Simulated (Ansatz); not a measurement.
Consider the following.

```xyz
2
Lattice="0.0000 3.6554 3.6554 3.6554 0.0000 3.6554 3.6554 3.6554 0.0000" Properties=species:S:1:pos:R:3 pbc="T T T"
Br     5.4830     5.4830     5.4830
Tl     0.0000     0.0000     0.0000
```

No spin polarisation.

0.293 holes added to each cell, a density of 3.0×10^21 cm⁻³, with a uniform compensating background at fixed cell and a 300 K Fermi–Dirac width.

The values are results of plane-wave PAW DFT at the PBEsol level (Ansatz, a quantum-chemistry and plane-wave program, 420 eV), no spin-orbit coupling, earlier PAW set, not measurements. Settings: 18×18×18 k-points, 0.0259 eV Fermi–Dirac smearing.

**Question.** Predict the gap between the host's bands.

**Answer.** 3.09 eV.

**Question.** What Fermi level relative to the doped band's edge (positive inside the band; to 0.05 eV) does the calculation give?

**Answer.** +0.10 eV.

Carriers are added with a uniform compensating background; total energy and stress of such cells depend on the potential's zero and are not compared; many-body gap narrowing is missing at this level. Spin-orbit coupling, missing from the scalar runs, can matter with Tl. No phonon test of stability was made. The cell was made from TlBr in the zinc blende structure (space group F-43m, No. 216; a hypothetical phase, not in the database extracts checked) by this change: holes 3.0×10^21 cm⁻³.
